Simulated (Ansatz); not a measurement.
Sc on the Ga site + N vacancy (Sc_Ga+V_N) in wurtzite GaN (the name describes the start): one set of geometries, relaxed with PBE, evaluated in Ansatz (PAW, plane waves to 420 eV, 500 eV under r2SCAN) with PBE, r2SCAN.

Set-up: 96-site cell; 2×2×2 shifted k-points; start: the Ga site; N 1.98 Å away, along c; not converged in cell size; relaxed from one start, so a lower configuration may exist; flagged in the runs: a host whose relaxation on this sampling wasn't shown to rest, a strain field that reaches the edge of the cell.

| quantity | PBE | r2SCAN |
|---|---|---|
| host gap (eV) | 1.71 | [?] |
| ε(+2/+1) above the VBM (eV) | not bound | not settled |
| ε(+1/0) above the VBM (eV) | not bound | not settled |
| ε(0/−1) above the VBM (eV) | not bound | not settled |

Given the lower rungs, what does r2SCAN give?


- host gap (eV), r2SCAN: 2.12

"Not bound" means that the carrier spreads over host band states in this cell; a shallow level, bound over tens of ångströms, can't be resolved here.

Ansatz is a first-principles code.
